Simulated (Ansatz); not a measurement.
Computed with PBE (plane waves to 420 eV, PAW; Ansatz, a first-principles code).

Electrostatic potential energy of an electron, averaged over planes parallel to the surface, in eV from the highest filled level, for a constructed model of the (111)B surface of 3C silicon carbide, C-terminated, (√3x√3)R30° Al adatom at H3 (bottom of the slab: 3 H on 3 bottom sites):

(z (Å), V (eV)): (3.66, 5.78); (3.94, 5.78); (4.22, 5.78); (4.50, 5.78); (4.78, 5.78); (5.06, 5.78); (5.34, 5.78); (5.62, 5.78); (5.91, 5.77); (6.19, 5.77); (6.47, 5.75); (6.75, 5.71); (7.03, 5.62); (7.31, 5.39); (7.59, 4.86); (7.88, 3.20); (8.16, 1.80); (8.44, 2.39); (8.72, 0.85); (9.00, -3.78); (9.28, -9.49); (9.56, -13.10); (9.84, -15.01); (10.12, -14.10); (10.41, -8.86); (10.69, -2.50); (10.97, 0.98); (11.25, 0.12); (11.53, -4.22); (11.81, -9.77); (12.09, -13.24); (12.38, -15.09); (12.66, -14.07); (12.94, -8.76); (13.22, -2.41); (13.50, 0.99); (13.78, 0.10); (14.06, -4.27); (14.34, -9.79); (14.62, -13.26); (14.91, -15.13); (15.19, -14.06); (15.47, -8.68); (15.75, -2.29); (16.03, 1.08); (16.31, 0.19); (16.59, -4.18); (16.88, -9.79); (17.16, -13.41); (17.44, -15.44); (17.72, -14.57); (18.00, -9.60); (18.28, -3.75); (18.56, 0.20); (18.84, 1.55); (19.12, 1.88); (19.41, 2.09); (19.69, 2.84); (19.97, 3.57); (20.25, 3.93); (20.53, 4.12); (20.81, 4.22); (21.09, 4.27); (21.38, 4.29); (21.66, 4.30); (21.94, 4.31); (22.22, 4.31); (22.50, 4.31); (22.78, 4.31); (23.06, 4.31); (23.34, 4.31)

Set-up: 28 atoms, 10.7 Å thick at the start with caps and adatoms (thin: gaps and levels are the slab's own); mesh 6x6x1; 0.025 eV smearing; dipole correction on; 6 atoms held, the rest relaxed; held to the start's symmetry, so lower structures may exist; no spin, no spin-orbit, no U. In PBE it is, or lies within 0.01 eV a 1x1 cell of, the lowest of the 2 structures of its composition computed so far; subsurface sites and larger cells were not tried.

Q: The surface cell has an area of 24.92 Å². What dipole along the normal does the step between the two vacuum levels imply?

A: the top vacuum level lies 1.46 eV below the bottom one; p = −ε₀ A ΔV (ε₀ = 0.005526 e/(V·Å)) gives 0.20 e·Å a cell.
